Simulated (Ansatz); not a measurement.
**GaP, response to strain**

Base system: GaP in the zinc blende structure (space group F-43m, No. 216).

```yaml
crystal:
  lattice:
    - [0.00000, 2.72566, 2.72566]
    - [2.72566, 0.00000, 2.72566]
    - [2.72566, 2.72566, 0.00000]
  atoms:
    - { symbol: Ga, position: [0.00000, 0.00000, 0.00000] }
    - { symbol: P, position: [0.25000, 0.25000, 0.25000] }
```

Cartesian axes are those of the cell as printed.

Strains are applied to the cell and any free atomic positions relax; under biaxial strain the out-of-plane vector relaxes too.

All numbers come from r2SCAN in Ansatz (plane waves to 500 eV, PAW, no SOC).

Notes on the quantities. pressure: mean of the normal stresses, compression positive.

```csv
change,volume per atom,pressure,band gap
base,20.25 Å³,0.00 GPa,1.85 eV
"biaxial strain +0.42 %, plane normal [111], relaxed out of plane",(withheld),-0.57 GPa,1.83 eV
"biaxial strain +0.83 %, plane normal [111], relaxed out of plane",20.52 Å³,-1.11 GPa,1.80 eV
"biaxial strain +1.25 %, plane normal [111], relaxed out of plane",20.65 Å³,-1.65 GPa,(withheld)
"biaxial strain +1.67 %, plane normal [111], relaxed out of plane",20.79 Å³,-2.16 GPa,1.61 eV
"biaxial strain +2.08 %, plane normal [111], relaxed out of plane",20.92 Å³,-2.65 GPa,1.51 eV
"biaxial strain +2.50 %, plane normal [111], relaxed out of plane",21.06 Å³,-3.13 GPa,1.42 eV
```

What belongs in the blanks?


- biaxial strain +0.42 %, plane normal [111], relaxed out of plane, volume per atom: 20.38 Å³
- biaxial strain +1.25 %, plane normal [111], relaxed out of plane, band gap: 1.71 eV

Stability against distortions was not tested.

Ansatz is a first-principles code.
